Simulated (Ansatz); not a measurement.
A set of cells, compared by their band gap.

Cell A: Si (diamond, Fd-3m), 2 atoms in the cell, k-point mesh 12×12×12 on the run's own vectors.
```
CELL_PARAMETERS angstrom
      0.00000     2.73476     2.73476
      2.73476     0.00000     2.73476
      2.73476     2.73476     0.00000
ATOMIC_POSITIONS crystal
  Si 0.25000 0.25000 0.25000
  Si 0.00000 0.00000 0.00000
```

Cell B: GaAs (zinc blende, F-43m), 2 atoms in the cell, k-point mesh 10×10×10 on the run's own vectors.
```cif
data_AsGa
_chemical_formula_sum 'Ga1 As1'
_space_group_name_H-M_alt 'P 1'
_space_group_IT_number 1
_cell_length_a 4.06308
_cell_length_b 4.06308
_cell_length_c 4.06308
_cell_angle_alpha 60.000
_cell_angle_beta 60.000
_cell_angle_gamma 60.000
loop_
_space_group_symop_operation_xyz
  'x, y, z'
loop_
_atom_site_label
_atom_site_type_symbol
_atom_site_fract_x
_atom_site_fract_y
_atom_site_fract_z
_atom_site_occupancy
Ga1 Ga 0.00000 0.00000 0.00000 1
As1 As 0.25000 0.25000 0.25000 1
```

Plane-wave PAW calculations with Ansatz (an electronic-structure program), its PAW set soft_1, cutoff 500 eV. The structures are at rest with PBE; other levels are single points on them. Neutral cells; Fermi-Dirac smearing of at most 0.05 eV in the solids, energies taken to zero width. The lattices are those relaxed with PBE, so at other levels the solids can be strained. Spin-orbit coupling is left out. A dispersion term ran beside these levels; it doesn't touch the electrons. Gaps are highest filled to lowest empty Kohn-Sham level on the run's k-point mesh, states of defects and surfaces included; edges off the mesh make the true gap smaller, and under 0.08 eV counts as none.

What does r2SCAN give for the band gap of each cell (eV)?


| cell | r2SCAN |
|---|---|
| A | 0.80 (indirect) |
| B | 0.63 (direct) |

With r2SCAN the value of A exceeds that of B by 0.17 eV.
